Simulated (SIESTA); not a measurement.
## SIESTA run on SiO2 (I-42d, 6 atoms in the cell): self-consistent single point

Level of theory: SIESTA 5.4.2 with LDA PW92, numerical atomic orbitals DZP, PseudoDojo LDA standard norm-conserving potentials (rewritten from UPF to PSML).

Input:

```
# files in the folder: Si.psml O.psml (PseudoDojo LDA standard)
SystemName  SiO2
SystemLabel siesta

NumberOfAtoms                6
NumberOfSpecies              2
%block ChemicalSpeciesLabel
  1 14 Si
  2 8 O
%endblock ChemicalSpeciesLabel
LatticeConstant              1.0 Bohr
%block LatticeVectors
    -4.667355187    4.667355187    6.887490476
     4.667355187   -4.667355187    6.887490476
     4.667355187    4.667355187   -6.887490476
%endblock LatticeVectors
AtomicCoordinatesFormat      ScaledCartesian
%block AtomicCoordinatesAndAtomicSpecies
     0.000000000    0.000000000    0.000000000  1
     0.000000000    4.667355187    3.443745238  1
     0.903506617    2.333677593    1.721872619  2
    -2.333677593    3.763848570    5.165617857  2
    -0.903506617    7.001032780    1.721872619  2
     2.333677593    5.570861804    5.165617857  2
%endblock AtomicCoordinatesAndAtomicSpecies

XC.functional                LDA
XC.authors                   PW92
PAO.BasisSize                DZP
PAO.EnergyShift              0.01 Ry
MeshCutoff                   300 Ry
%block kgrid.MonkhorstPack
    3   0   0  0.0
    0   3   0  0.0
    0   0   3  0.0
%endblock kgrid.MonkhorstPack
OccupationFunction           FD
ElectronicTemperature        10 K

MaxSCFIterations             150
SCF.Mixer.Method             Pulay
SCF.Mixer.Weight             0.25
SCF.Mixer.History            8
SCF.DM.Tolerance             1.0E-05
Diag.ParallelOverK           true
WriteForces                  true
```

The program printed (abridged):

```
reinit: Reading from file input.fdf

reinit: System Name: SiO2
reinit: System Label: siesta

coor:   Atomic-coordinates input format  =     Cartesian coordinates
coor:                                          (in units of alat)

siesta: Atomic coordinates (Bohr) and species
siesta:      0.00000   0.00000   0.00000  1        1
siesta:      0.00000   4.66736   3.44375  1        2
siesta:      0.90351   2.33368   1.72187  2        3
siesta:     -2.33368   3.76385   5.16562  2        4
siesta:     -0.90351   7.00103   1.72187  2        5
siesta:      2.33368   5.57086   5.16562  2        6

siesta: System type = bulk

initatomlists: Number of atoms, orbitals, and projectors:      6    78    88

siesta: ******************** Simulation parameters ****************************
redata: Spin configuration                          = none
redata: Time-Reversal Symmetry                      = T
redata: Number of Atomic Species                    =        2
redata: Mesh Cutoff                                 =   300.0000 Ry
redata: Net charge of the system                    =     0.0000 |e|
redata: Min. number of SCF Iter                     =        0
redata: Max. number of SCF Iter                     =      150
redata: SCF convergence failure will abort job
redata: SCF mix quantity                            = Hamiltonian
redata: Mix DM or H after convergence               =   F
redata: Recompute H after scf cycle                 =   F
redata: Mix DM in first SCF step                    =   T
redata: No kicks to SCF
redata: DM Mixing Weight for Kicks                  =     0.5000
redata: Require Harris convergence for SCF          =   F
redata: Harris energy tolerance for SCF             =     0.000100 eV
redata: Require DM convergence for SCF              =   T
redata: DM tolerance for SCF                        =     0.000010
redata: Require EDM convergence for SCF             =   F
redata: EDM tolerance for SCF                       =     0.001000 eV
redata: Require H convergence for SCF               =   T
redata: Hamiltonian tolerance for SCF               =     0.001000 eV
redata: Require (free) Energy convergence for SCF   =   F
redata: (free) Energy tolerance for SCF             =     0.000100 eV
redata: Using DFT-D3 dispersion                     =   F
redata: Using Saved Data (generic)                  =   F
redata: Method of Calculation                       = Diagonalization
redata: Electronic Temperature                      =    10.0000 K
redata: Number of TDED substeps                     =        3
redata: Dynamics option                             = Single-point calculation
redata: Save all siesta data in one NC              =   F
redata: ***********************************************************************

%block SCF.Mixers
  Pulay
%endblock SCF.Mixers

%block SCF.Mixer.Pulay
  # Mixing method
  method pulay
  variant stable

  # Mixing options
  weight 0.2500
  weight.linear 0.2500
  history 8
%endblock SCF.Mixer.Pulay

DM_history_depth set to one: no extrapolation allowed by default for geometry relaxation
Size of DM history Fstack: 1
Total number of electrons:    32.000000
Total ionic charge:    32.000000

* ProcessorY, Blocksize:    1  64

* Orbital distribution balance (max,min):    78    78

 Kpoints in:           18 . Kpoints trimmed:           14

siesta: k-grid: Number of k-points = 14
siesta: k-points from Monkhorst-Pack grid
siesta: k-cutoff (effective) =     7.410 Ang
siesta: k-point supercell and displacements
siesta: k-grid:     3     0     0      0.000
siesta: k-grid:     0     3     0      0.000
siesta: k-grid:     0     0     3      0.000

diag: Algorithm                                     = D&C
diag: Parallel over k                               =   F
diag: Use parallel 2D distribution                  =   F
diag: Parallel block-size                           = 64
diag: Parallel distribution                         =     1 x     1
diag: Used triangular part                          = Lower
diag: Absolute tolerance                            =  0.100E-15
diag: Orthogonalization factor                      =  0.100E-05
diag: Memory factor                                 =  1.0000

superc: Internal auxiliary supercell:     5 x     5 x     5  =     125
superc: Number of atoms, orbitals, and projectors:    750   9750  11000

                        Single-point calculation

superc: Internal auxiliary supercell:     5 x     5 x     5  =     125
superc: Number of atoms, orbitals, and projectors:    750   9750  11000

outcell: Unit cell vectors (Ang):
       -2.469858    2.469858    3.644703
        2.469858   -2.469858    3.644703
        2.469858    2.469858   -3.644703

outcell: Cell vector modules (Ang)   :    5.048193    5.048193    5.048193
outcell: Cell angles (23,13,12) (deg):    121.4166    121.4166     87.5633
outcell: Cell volume (Ang**3)        :     88.9336
new_DM -- step:     1
Initializing Density Matrix...

Attempting to read DM from file... Failed...
DM filled with atomic data:

InitMesh: MESH = 48 x 48 x 40 = 92160
InitMesh: Mesh cutoff (required, used) =   300.000   308.314 Ry

stepf: Fermi-Dirac step function

        iscf     Eharris(eV)        E_KS(eV)     FreeEng(eV)     dDmax    Ef(eV) dHmax(eV)
   scf:    1    -2020.544297    -2030.577188    -2030.577188  1.590128 -1.386640  5.696804
   scf:    2    -2036.113696    -2033.798604    -2033.798604  0.077985 -0.790029  1.956089
   scf:    3    -2034.530376    -2034.314872    -2034.314872  0.035061 -4.995202  0.293870
   scf:    4    -2034.326262    -2034.321246    -2034.321246  0.023619 -0.695657  0.083840
   scf:    5    -2034.317304    -2034.320681    -2034.320681  0.002318 -5.117412  0.110169
   scf:    6    -2034.322487    -2034.322174    -2034.322174  0.002383 -5.130898  0.014381
   scf:    7    -2034.322210    -2034.322200    -2034.322200  0.000433 -5.129498  0.001061
   scf:    8    -2034.322200    -2034.322200    -2034.322200  0.000065 -5.128825  0.000805
   scf:    9    -2034.322200    -2034.322200    -2034.322200  0.000021 -5.128974  0.000047
   scf:   10    -2034.322200    -2034.322200    -2034.322200  0.000000 -5.128975  0.000038

SCF Convergence by DM+H criterion
max |DM_out - DM_in|         :     0.0000003677
max |H_out - H_in|      (eV) :     0.0000380995
SCF cycle converged after 10 iterations

Using DM_out to compute the final energy and forces

siesta: E_KS(eV) =            -2034.3222

siesta: E_KS - E_eggbox =     -2034.3222

siesta: Atomic forces (eV/Ang):
     1   -0.000010   -0.000138    0.000091
     2   -0.000138   -0.000010    0.000091
     3    0.178832   -0.000557    0.002123
     4   -0.005238   -0.180607    0.004662
     5   -0.180606   -0.005238    0.004662
     6   -0.000557    0.178832    0.002123
   Tot   -0.007717   -0.007717    0.013751
   Max    0.180607
   Res    0.084757    sqrt( Sum f_i^2 / 3N )
   Max    0.180607    constrained

Stress tensor Voigt[x,y,z,yz,xz,xy] (kbar):      -17.93      -17.93      -17.87       -0.08       -0.08       -0.09
(Free)E + p*V (eV/cell)    -2033.3281
Target enthalpy (eV/cell)    -2034.3222

siesta: Program's energy decomposition (eV):
siesta: Ebs     =      -479.669171
siesta: Eions   =      3061.749443
siesta: Ena     =       514.403247
siesta: Ekin    =      1338.792491
siesta: Enl     =      -281.433182
siesta: Eso     =         0.000000
siesta: Edftu   =         0.000000
siesta: DEna    =        -3.506296
siesta: DUscf   =         2.069944
siesta: DUext   =         0.000000
siesta: Ex      =      -484.773192
siesta: Ec      =       -58.125769
siesta: Exc     =      -542.898961
siesta: Eharris =     -2034.322200
siesta: Etot    =     -2034.322200
siesta: FreeEng =     -2034.322200

siesta: Atomic forces (eV/Ang):
siesta:      1   -0.000010   -0.000138    0.000091
siesta:      2   -0.000138   -0.000010    0.000091
siesta:      3    0.178832   -0.000557    0.002123
siesta:      4   -0.005238   -0.180607    0.004662
siesta:      5   -0.180606   -0.005238    0.004662
siesta:      6   -0.000557    0.178832    0.002123
siesta: ----------------------------------------
siesta:    Tot   -0.007717   -0.007717    0.013751

siesta: Stress tensor (static) (eV/Ang**3):
siesta:    -0.011189   -0.000056   -0.000047
siesta:    -0.000056   -0.011189   -0.000047
siesta:    -0.000047   -0.000047   -0.011155

siesta: Cell volume =         88.933648 Ang**3

siesta: Pressure (static):
siesta:                Solid            Molecule  Units
siesta:           0.00012174          0.00010766  Ry/Bohr**3
siesta:           0.01117777          0.00988511  eV/Ang**3
siesta:          17.90875673         15.83769835  kBar
```

The run converged in 10 iterations.

The starting cell comes from a database of computed structures (which also holds hypothetical and non-ambient phases and stackings), without a prior relaxation at this level. Its lattice was rescaled by up to half a per cent. Values carry the incompleteness of an atom-centred basis.
